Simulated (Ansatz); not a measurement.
Output of an Ansatz run (abridged):

```
WARN ansatz: RAYON_NUM_THREADS=1 ignored (pool sized by the plan → 1); use --threads N
Pseudopotentials: kind: paw
Pseudopotential: La, paw, valence charge 11
Pseudopotential: O, paw, valence charge 6
Pseudopotential: F, paw, valence charge 7
Crystal: 6 atoms, lattice volume = 97.722 Å³
Basis set: ecut = 420 eV, 1907 PW (Γ)
Bands: 30, of which v1, the nominal top of the filled ones, is band 24 counted from 1 (23 counted from 0)
Symmetry: 8 space group operations
Space group: P4mm (ITA 99), of the structure as read, at distance tolerance 4.6e-5 Å
k-points: 30 of 144 (time reversal used)
PAW frozen core: La, regenerated for the run's functional, and the local potential with it
PAW frozen core: O, regenerated for the run's functional, and the local potential with it
PAW frozen core: F, regenerated for the run's functional, and the local potential with it
Initial density: superposition of atomic densities (neutral atoms: chi_scale 0, normalization atom), corrected by the library's trained network
Initial wavefunctions: pseudopotential atomic-orbital guess
Eigensolver: davidson
Functional: x = slater, c = lda
SCF iter   1: F=—  HF=-14863.110403 eV  |F-HF|=—  |Δ(HF+E_count)|=         —  Δρ=1.79e-2  dr2=2.71e-1  ethr=1.77e-3  ⟨swp⟩=6.1  Hψ=3848  notcnv=0
all-band conjugate gradients solve this SCF's bands
preconditioner: auto → Resta (q_TF=auto, 2.423 Å⁻¹)
SCF iter   2: F=—  HF=-14863.052787 eV  |F-HF|=—  |Δ(HF+E_count)|=   5.76e-2  Δρ=6.64e-3  dr2=2.24e-2  ethr=5.65e-4  ⟨swp⟩=4.0  Hψ=2123  notcnv=0  defer=46
SCF iter   3: F=—  HF=-14863.047486 eV  |F-HF|=—  |Δ(HF+E_count)|=   5.30e-3  Δρ=1.99e-3  dr2=2.34e-3  ethr=4.66e-5  ⟨swp⟩=3.0  Hψ=1599  notcnv=0  defer=46
SCF iter   4: F=—  HF=-14863.047142 eV  |F-HF|=—  |Δ(HF+E_count)|=   3.43e-4  Δρ=9.97e-4  dr2=7.90e-4  ethr=4.88e-6  ⟨swp⟩=2.0  Hψ=1560  notcnv=0  defer=46
SCF iter   5: F=—  HF=-14863.046974 eV  |F-HF|=—  |Δ(HF+E_count)|=   1.69e-4  Δρ=1.63e-4  dr2=4.51e-5  ethr=1.65e-6  ⟨swp⟩=2.0  Hψ=1494  notcnv=0  defer=46
SCF iter   6: F=—  HF=-14863.046987 eV  |F-HF|=—  |Δ(HF+E_count)|=   1.31e-5  Δρ=5.59e-5  dr2=2.92e-6  ethr=9.39e-8  ⟨swp⟩=2.5  Hψ=1521  notcnv=0  defer=46
SCF iter   7: F=-14863.046988 eV  HF=-14863.046988 eV  |F-HF|=1.03e-7  |Δ(HF+E_count)|=   1.10e-6  Δρ=1.02e-5  dr2=7.81e-8  ethr=2.08e-10  ⟨swp⟩=13.2  Hψ=5298  notcnv=0
SCF 1 converged in 7 iterations: F = -14863.046988 eV  dr2 = 7.81e-8
SCF converged after 7 iterations
Free energy (F): -14863.046988 eV
Harris-Foulkes:  -14863.046988 eV  (|F-HF|=1.03e-7)
Internal energy: -14863.046988 eV  (E = F + TS)
E sigma→0 (E₀):  -14863.046988 eV
Fermi energy:    9.849904 eV
--- Per-component energies (eV) ---
  E_band       = -114.643374
  E_kinetic    = 1141.111312
  E_local      = -2484.022210  (includes V_loc(G=0)·N_el)
  E_nonlocal   = 451.025326
  E_hartree    = 902.547265
  E_xc         = -578.955613
  E_vxc        = -684.843639  (∫ρ·V_xc dr)
  E_paw        = -11157.851352  (= ΣΔE_a)
  E_vpaw       = -343.019194  (= ΣTr[D̂ρ^β])
  E_aug_tail   = 0.009049  (compensation charges beyond the density's cutoff)
  E_ewald      = -3137.976545
  E_core_change = 1.065779  (= ΣΔE_core)
  E_smearing   = -0.000000  (= −TS)
  E_closure    = 0.000000  (closes the sum)
  Σ components = -14863.046988   (vs F -14863.046988, Δ=0.00e0)
--- Forces (eV/Å), atoms counted from 1 ---
  atom   1  La     0.00000000     0.00000000    -0.95622218
  atom   2  La    -0.00000000     0.00000000     0.65303890
  atom   3  O      0.00000000     0.00000000     0.14674816
  atom   4  O     -0.00000000     0.00000000     0.14674816
  atom   5  F      0.00000000     0.00000000     0.00486127
  atom   6  F     -0.00000000     0.00000000     0.00486127
  max |Σ_I F_I| component: 3.56e-5 eV/Å
--- Stress (GPa, compression-positive) ---
       -8.199235       0.000000      -0.000000
        0.000000      -8.199235       0.000000
       -0.000000       0.000000      -8.079194
  P = ⅓ Tr σ = -8.1592 GPa (-81.592 kbar)
  The stress holds the Pulay correction. Without it, at fixed plane waves, as pw.x and ABINIT print it: P = -8.8289 GPa
--- Band table (eV; the first three rows and the last of 30) ---
  k-point 0: bands = ["-22.1710", "-21.9315", "-14.2452", "-13.8529", "-8.6748", "-7.2448", "-5.9613", "-5.9613", "-5.5088", "-5.4700", "-5.4700", "-3.9164", "3.1869", "3.1869", "3.3400", "3.3795", "4.5827", "4.5827", "6.2317", "6.2317", "6.2608", [...]
  k-point 1: bands = ["-22.1487", "-21.9555", "-14.2376", "-13.8522", "-8.7104", "-7.2511", "-5.9160", "-5.9160", "-5.5227", "-5.5227", "-5.4026", "-4.0094", "3.2646", "3.2646", "3.5270", "3.5546", "4.4971", "4.4971", "5.9542", "6.1955", "6.1955", [...]
  k-point 2: bands = ["-22.1188", "-21.9872", "-14.2300", "-13.8516", "-8.7451", "-7.2575", "-5.8537", "-5.8537", "-5.5923", "-5.5923", "-5.2831", "-4.1167", "3.3555", "3.3555", "3.7635", "3.7690", "4.3957", "4.3957", "5.6058", "5.8822", "6.1698", [...]
  k-point 29: bands = ["-21.9975", "-21.9029", "-14.1409", "-14.1409", "-9.0023", "-9.0023", "-6.0018", "-5.9291", "-5.5777", "-5.5777", "-3.8801", "-3.8801", "3.3005", "3.3411", "4.1629", "4.1629", "4.6324", "4.6927", "5.8360", "5.9488", "7.1721", [...]
```

The structure:

```
CELL_PARAMETERS angstrom
      4.08959     0.00000     0.00000
      0.00000     4.08959     0.00000
      0.00000     0.00000     5.84299
ATOMIC_POSITIONS crystal
  La 0.50000 0.00000 0.72427
  La 0.00000 0.50000 0.28429
  O  0.00000 0.00000 0.50000
  O  0.50000 0.50000 0.50000
  F  0.50000 0.50000 0.00000
  F  0.00000 0.00000 0.00000
```

Write an input that gives this output.

Other spellings and defaults could give the same log, and not every line can be read from it. The input that was run (DFT, LDA (PW92), plane waves, default PAW files made with PBE):

Ansatz 0.2 input:
```yaml
# LaOF
crystal:
  lattice:
    - [4.089586, 0.000000, 0.000000]
    - [0.000000, 4.089586, 0.000000]
    - [0.000000, 0.000000, 5.842990]
  atoms:
    - { symbol: La, position: [0.500000, 0.000000, 0.724267] }
    - { symbol: La, position: [0.000000, 0.500000, 0.284290] }
    - { symbol: O, position: [0.000000, 0.000000, 0.500000] }
    - { symbol: O, position: [0.500000, 0.500000, 0.500000] }
    - { symbol: F, position: [0.500000, 0.500000, 0.000000] }
    - { symbol: F, position: [0.000000, 0.000000, 0.000000] }
basis:
  ecutwfc: 420.0
kpoints:
  mp_grid: { grid: [6, 6, 4] }
hamiltonian:
  xc: lda
  pseudopotentials: { kind: paw }
scf:
  occupations: { method: fermi_dirac, width: 0.05 }
output:
  forces: true
  eigenvalues: true
  stress: true
```

The starting cell comes from a database of computed structures (which also holds hypothetical and non-ambient phases and stackings), without a prior relaxation at this level. Its lattice was rescaled by up to half a per cent. One atom was moved a little off its site on purpose. With a pressure of about -8 GPa the cell is away from its equilibrium volume at this level. Ansatz's pressure includes its estimate of the finite-basis (Pulay) stress. Without the estimate this run gives -8.83 GPa.

Ansatz is a first-principles code.
